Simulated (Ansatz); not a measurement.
System: NiAs-type NiSb. Method: PBEsol (plane waves, PAW; Ansatz, a program for electronic structure).

Numerical settings: plane-wave cutoff 520 eV, 18×18×12 k mesh (along the axes of the cell as run), Fermi–Dirac smearing 0.05 eV, no spin polarisation, scalar-relativistic PAW data made under PBE.

Results at a series of volumes:

```csv
V (Å³/atom),E − E_lowest (meV/atom),P (GPa)
16.161,11.81,5.85
16.498,2.83,2.75
16.835,0.00,0.00
17.171,2.63,-2.45
17.508,10.11,-4.62
```

Problem. What bulk modulus B0 and pressure derivative B′ does a third-order Birch–Murnaghan fit give?

Solution. V0 = 16.834 Å³/atom, B0 = 130 GPa, B′ = 4.9 (fit to the energies at full precision).

Shape and atoms are relaxed at each volume.

Note: the bulk modulus comes from volumes at which shape and atoms were relaxed.

Spin–orbit coupling is not included.

Cost on a shared machine: around 9 core-minutes (rough).
